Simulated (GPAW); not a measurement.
Worked example: self-consistent single point of InAs (Fm-3m, 2 atoms in the cell) in GPAW.

Computed with LDA (Perdew-Wang 92), GPAW PAW datasets LDA (gpaw-data 1.0.1) (plane waves; GPAW).

```xyz
2
Lattice="0.0000 2.8917 2.8917 2.8917 0.0000 2.8917 2.8917 2.8917 0.0000" Properties=species:S:1:pos:R:3 pbc="T T T"
In     2.8917     2.8917     2.8917
As     0.0000     0.0000     0.0000
```

Reference input (self-consistent single point, DFT LDA (Perdew-Wang 92), plane waves, GPAW PAW datasets LDA (gpaw-data 1.0.1)): mode = pw; ecut = 550 eV; xc = LDA; kpts = 6 6 6; mesh shift (steps) = 0 0 0; occupations.name = methfessel-paxton; occupations.width = 0.1 eV; occupations.order = 0; nbands = -10; convergence.forces = 0.001 eV/Å; symmetry.symmorphic = false; symmetry.tolerance = 0.0005. This run's input differs from it in these lines:

```diff
@@ -14,4 +14,4 @@
             xc='LDA',
-            kpts={'size': (6, 6, 6), 'gamma': True},
-            occupations={'name': 'methfessel-paxton', 'width': 0.1, 'order': 0},
+            kpts={'size': (16, 16, 16), 'gamma': True},
+            occupations={'name': 'methfessel-paxton', 'width': 0.05, 'order': 0},
             nbands=-10,
```

Output, abridged:

```
     iter     time        total  log10-change:
                         energy   eigst   dens  force
iter:   1 --:--:--    -9.051676
iter:   2 --:--:--    -9.019971   -2.32  -1.30
iter:   3 --:--:--    -8.908819   -2.38  -1.34
iter:   4 --:--:--    -8.936269   -2.78  -1.69
iter:   5 --:--:--    -8.902814   -3.32  -1.84
iter:   6 --:--:--    -8.902708   -4.83  -2.63
iter:   7 --:--:--    -8.902378c  -5.13  -2.67
iter:   8 --:--:--    -8.902801c  -4.55  -2.87
iter:   9 --:--:--    -8.902303c  -4.89  -2.70
iter:  10 --:--:--    -8.902302c  -7.24  -3.58
iter:  11 --:--:--    -8.902303c  -7.72c -3.58
iter:  12 --:--:--    -8.902313c  -6.47  -3.49
iter:  13 --:--:--    -8.902308c  -7.42c -3.74
iter:  14 --:--:--    -8.902310c  -8.09c -3.73
iter:  15 --:--:--    -8.902305c  -7.25  -3.77
iter:  16 --:--:--    -8.902305c  -7.47c -3.82
iter:  17 --:--:--    -8.902305c  -7.52c -3.98
iter:  18 --:--:--    -8.902305c  -8.32c -4.11c
iter:  19 --:--:--    -8.902304c  -7.86c -4.15c -24.07c
Converged after 19 iterations.

Dipole moment: (-0.000000, -0.000000, -0.000000) |e|*Ang

Energy contributions relative to reference atoms: (reference = -221254.198245)

Kinetic:        +14.847154
Potential:      -14.095370
External:        +0.000000
XC:              -9.764146
Entropy (-ST):   -0.001943
Local:           +0.111030
SIC:             +0.000000
--------------------------
Free energy:     -8.903275
Extrapolated:    -8.902304

Showing only first 2 kpts
 Kpt  Band  Eigenvalues  Occupancy
  0     7      5.61921    2.00000
  0     8      5.61921    2.00000
  0     9      5.61921    2.00000
  0    10     13.07754    0.00000

  1     7      5.52205    2.00000
  1     8      5.52205    2.00000
  1     9      6.44179    0.00000
  1    10     12.10685    0.00000

Fermi level: 5.78219

No gap
No difference between direct/indirect transitions
Energy (eV): -8.902304

Forces in eV/Ang:
  0 In   -0.00000    0.00000    0.00000
  1 As   -0.00000    0.00000    0.00000

Stress tensor:
     0.038182     0.000000    -0.000000
     0.000000     0.038182    -0.000000
    -0.000000    -0.000000     0.038182
Stress (GPa, Voigt): [ 6.1174  6.1174  6.1174 -0.     -0.      0.    ]
```

The run converged in 19 iterations. GPAW prints stress with tension positive. Against the reference run the free energy rises by 15.4 meV/atom and the pressure moves little (-6.19 to -6.12 GPa).

The starting cell comes from a database of computed structures (which also holds hypothetical and non-ambient phases and stackings), without a prior relaxation at this level. Its lattice was rescaled by up to half a per cent. With a pressure of about -6 GPa the cell is away from its equilibrium volume at this level. The run gives no clean gap (levels at the Fermi energy touch, overlap or are partly filled at this smearing), which alone does not show that the compound is a metal.

Cost on one core of a shared machine: roughly 2 min.
